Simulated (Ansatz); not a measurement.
Base system: CdSe in the zinc blende structure (space group F-43m, No. 216; a = 6.0075 Å). Axes: x, y, z lie along the cube axes.

Level of theory: LDA (Ansatz, a quantum-chemistry and plane-wave program; PAW; 420 eV plane waves; scalar-relativistic without spin-orbit coupling).

For the base:

The volume per atom is 27.10 Å³, the valence-band top at Γ is 0.00, 0.00, 0.00 eV and the band gap is 0.41 eV. The gap character is direct at Γ.

The change: tensile biaxial strain of 3.00 % in the plane normal to [001], as in epitaxy on a mismatched substrate; the out-of-plane cell vector and the atoms relax.

Question: What happens to the volume per atom, valence-band top at Γ, band gap, in-plane stress and gap character?

Answer: The volume per atom goes up by 0.34 Å³ to 27.44 Å³; the valence-band top at Γ (three highest levels, from the VBM) goes from 0.00, 0.00, 0.00 eV to 0.00, -0.22, -0.22 eV; the band gap drops by 0.18 eV (0.41 eV → 0.23 eV); the mean in-plane stress (compression positive) amounts to -1.3 GPa; the gap character stays direct at Γ.

No phonon test of stability was made. The zero or small gap of CdSe under biaxial strain +3.00 %, plane normal [001], relaxed out of plane can change with the level of theory. Labels are those of the standard path for the cell's own space group.
